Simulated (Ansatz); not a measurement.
## Effect of biaxial strain −1.50 %, plane normal [001], relaxed out of plane on Sn

Base system: Sn in the diamond structure (space group Fd-3m, No. 227; a = 6.474 Å; relaxed with 0.1 eV smearing). Axes: x, y, z lie along the cube axes.

Modification: biaxial strain −1.50 %, plane normal [001], relaxed out of plane (Cartesian); in-plane vectors clamped, the third vector and the atoms free.

Level of theory: LDA in Ansatz (plane waves to 420 eV, PAW, scalar-relativistic without spin-orbit coupling). k-mesh 16×16×16 (Γ-centred); smearing 0.1 eV (Fermi–Dirac).

```tsv
quantity	base	changed	shift
space group	Fd-3m (No. 227)	I4_1/amd (No. 141)	–
shortest interatomic distance	5.298 bohr	5.272 bohr	-0.026 bohr
energy relative to the base (free energy F)	0 meV/atom	+3.2 meV/atom	+3.2 meV/atom
pressure (mean of the normal stresses, compression positive)	0.0 GPa	0.7 GPa	+0.7 GPa
band gap	zero	zero	–
out-of-plane strain	–	+1.53 %	–
ratio −ε⊥/ε∥	–	1.02	–
mean in-plane stress (compression positive)	–	+1.0 GPa	–
```

No phonon test of stability was made.

Ansatz is a first-principles code.
